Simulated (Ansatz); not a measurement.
Take BeS in the zinc blende structure (space group F-43m, No. 216; a = 4.838 Å) as the base. Axes: x, y, z lie along the cube axes.

All numbers come from PBEsol (Ansatz, a program for electronic structure, PAW, scalar-relativistic without spin-orbit coupling).

For the base:

The electron mass comes out as 0.80 mₑ along k, 0.28 mₑ across (at X). The smallest direct gap comes out as 5.54 eV. The valence-band top at Γ comes out as 0.00, 0.00, 0.00 eV.

Modification: tensile biaxial strain of 2.00 % in the plane normal to [001], as in epitaxy on a mismatched substrate; the out-of-plane cell vector and the atoms relax.

Task: What does the calculation give for the electron mass after the change?

Result: The electron mass changes from 0.80 mₑ along k, 0.28 mₑ across (at X) to 0.76 mₑ along k, 0.30 mₑ across (at X).

Task: Estimate the effect on the smallest direct gap.

Result: The smallest direct gap falls by 0.13 eV to 5.41 eV.

Task: What happens to the valence-band top at Γ?

Result: The valence-band top at Γ (three highest levels, from the VBM) becomes 0.00, -0.18, -0.18 eV (base: 0.00, 0.00, 0.00 eV).

Task: What does the calculation give for the hole mass after the change?

Result: The hole mass comes out as 0.33 mₑ out of plane, 0.54 mₑ in plane (at Γ).

Task: How does this affect the in-plane stress?

Result: The mean in-plane stress (compression positive) is -3.2 GPa.

Effective masses come from finite differences of ±0.01 Å⁻¹. Along k means along the line from Γ to the band edge. Gaps are read on the SCF mesh and a high-symmetry path. Stability against distortions was not tested.
